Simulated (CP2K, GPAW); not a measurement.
A GPAW input for a self-consistent single point of B₂Pt₃ (P1, 5 atoms in the cell) (DFT LDA (Perdew-Wang 92), plane waves, GPAW PAW datasets LDA (gpaw-data 1.0.1)):

```python
from ase import Atoms
from ase.units import GPa
from gpaw import GPAW, PW, FermiDirac

atoms = Atoms(['B', 'B', 'Pt', 'Pt', 'Pt'],
              cell=[[2.740180, -1.584740, 0.000000],
                    [2.740180, 1.584740, 0.000000],
                    [-0.032779, 0.000000, 7.367897]],
              scaled_positions=[[-0.003596, 0.002477, 0.667989],
                                [0.008282, -0.003383, 0.277620],
                                [0.323834, 0.324001, 0.139145],
                                [0.671514, 0.670292, 0.829018],
                                [0.668957, 0.675604, 0.461238]],
              pbc=True)

calc = GPAW(mode=PW(950),
            xc='LDA',
            kpts={'size': (9, 9, 4), 'gamma': True},
            occupations=FermiDirac(0.1),
            nbands=-11,
            convergence={'density': 1e-05, 'energy': 1e-05},
            symmetry={'symmorphic': False, 'tolerance': 0.0005},
            maxiter=120,
            txt='-')

atoms.calc = calc

energy = atoms.get_potential_energy()
print('Energy (eV):', round(energy, 6))
forces = atoms.get_forces()
print('Forces (eV/Ang):')
print(forces.round(5))
stress = atoms.get_stress()
print('Stress (GPa, Voigt):', (stress / GPa).round(4))
```

Task: Write the same calculation as an input for CP2K.

Result: One input that does it (others would too):

```
&GLOBAL
  PROJECT b2pt3
  RUN_TYPE ENERGY_FORCE
  PRINT_LEVEL LOW
&END GLOBAL
&FORCE_EVAL
  METHOD Quickstep
  STRESS_TENSOR ANALYTICAL
  &DFT
    BASIS_SET_FILE_NAME BASIS_MOLOPT
    POTENTIAL_FILE_NAME GTH_POTENTIALS
    &QS
      METHOD GPW
      EPS_DEFAULT 1E-10
    &END QS
    &MGRID
      CUTOFF 500
      REL_CUTOFF 40
      NGRIDS 5
    &END MGRID
    &SCF
      SCF_GUESS ATOMIC
      EPS_SCF 1E-6
      MAX_SCF 100
      ADDED_MOS 11
      &DIAGONALIZATION
        ALGORITHM STANDARD
      &END DIAGONALIZATION
      &MIXING
        METHOD BROYDEN_MIXING
        ALPHA 0.3
        NBUFFER 10
        BETA 1.5
      &END MIXING
      &SMEAR ON
        METHOD FERMI_DIRAC
        ELECTRONIC_TEMPERATURE [K] 1160.45
      &END SMEAR
    &END SCF
    &KPOINTS
      SCHEME MONKHORST-PACK 9 9 4
      GAMMA_CENTERED T
    &END KPOINTS
    &XC
      &XC_FUNCTIONAL PADE
      &END XC_FUNCTIONAL
    &END XC
    &PRINT
      &MO
        EIGENVALUES T
        OCCUPATION_NUMBERS T
        NDIGITS 8
        FILENAME mo
        &EACH
          QS_SCF 0
        &END EACH
        ADD_LAST NUMERIC
      &END MO
      &MULLIKEN OFF
      &END MULLIKEN
    &END PRINT
  &END DFT
  &SUBSYS
    &CELL
      A 3.16543600 0.00000000 0.00000000
      B 1.57867200 2.74368000 0.00000000
      C -0.02837500 -0.01641000 7.36789700
      PERIODIC XYZ
    &END CELL
    &COORD
      SCALED
      B       -0.00359600     0.00247700     0.66798900
      B        0.00828200    -0.00338300     0.27762000
      Pt       0.32383400     0.32400100     0.13914500
      Pt       0.67151400     0.67029200     0.82901800
      Pt       0.66895700     0.67560400     0.46123800
    &END COORD
    &KIND B
      BASIS_SET DZVP-MOLOPT-SR-GTH
      POTENTIAL GTH-PADE-q3
    &END KIND
    &KIND Pt
      BASIS_SET DZVP-MOLOPT-SR-GTH
      POTENTIAL GTH-PADE-q18
    &END KIND
  &END SUBSYS
  &PRINT
    &FORCES ON
    &END FORCES
    &STRESS_TENSOR ON
    &END STRESS_TENSOR
  &END PRINT
&END FORCE_EVAL
```

Basis, cutoffs, solver keys and any potentials are the target program's own. This input uses DFT LDA (Pade form), GPW, DZVP-MOLOPT-SR-GTH basis, GTH-PADE potentials (GTH_POTENTIALS). LDA parametrisations can differ slightly between programs.

The starting cell comes from a database of computed structures (which also holds hypothetical and non-ambient phases and stackings), without a prior relaxation at this level. For this run, on top of that: atoms moved at random.
